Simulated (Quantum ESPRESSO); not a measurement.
**Cost against accuracy: conv_thr for SnSe (Pnma, 8 atoms in the cell)**

Cell: a = 11.3985 Å, b = 4.0322 Å, c = 4.5937 Å, α = 90.00°, β = 90.00°, γ = 90.00°.

Method: PBE, GBRV 1.5 ultrasoft (PBE) pseudopotentials (plane waves; Quantum ESPRESSO).

Base settings: ecutwfc = 40 Ry; ecutrho = 200 Ry; occupations = smearing; smearing = fd; degauss = 0.000734986 Ry; potentials = {Sn: sn_pbe_v1.4.uspp.F.UPF, Se: se_pbe_v1.uspp.F.UPF}; K_POINTS = automatic 2 4 3 0 0 0; conv_thr = 1e-11 Ry; mixing_beta = 0.3.

Misses are taken against the tightest run, 1e-11 Ry, which need not be fully converged itself. The energy is the free energy per atom.

The count of work is k-points × plane waves × bands × iterations; it is no time, and leaves out set-up, grids and terms that scale otherwise. Core times come from one kind of shared machine and are given to one figure; runs under 30 s give none.

The starting cell comes from a database of computed structures (which also holds hypothetical and non-ambient phases and stackings), without a prior relaxation at this level. Its lattice was rescaled by a random factor within 2.5 % of one. In the base run, with a pressure of about 5 GPa the cell is away from its equilibrium volume at this level.

The runs (conv_thr): 0.0073 Ry | 0.00073 Ry | 7.3e-05 Ry | 7.3e-06 Ry | 1e-11 Ry.

Which is the coarsest setting among those run that, with all tighter ones, holds the energy within 2 meV/atom of the reference, and what does it save?

0.00073 Ry, off by 0.41 meV/atom; it needs 0.37 of the reference's count of work and about 0.4 of the reference's time.

```csv
conv_thr,energy less reference (meV/atom),pressure less reference (GPa),largest difference in the force on any atom (eV/Å),count of work / reference,core time / reference (rough)
0.0073 Ry,4.75,-23.86,1.262,0.26,0.4
0.00073 Ry,0.41,-10.06,0.699,0.37,0.4
7.3e-05 Ry,0.09,4.32,0.287,0.42,0.5
7.3e-06 Ry,0.00,-0.61,0.057,0.58,0.7
1e-11 Ry,0.00,0.00,0.000,1.0,1
```
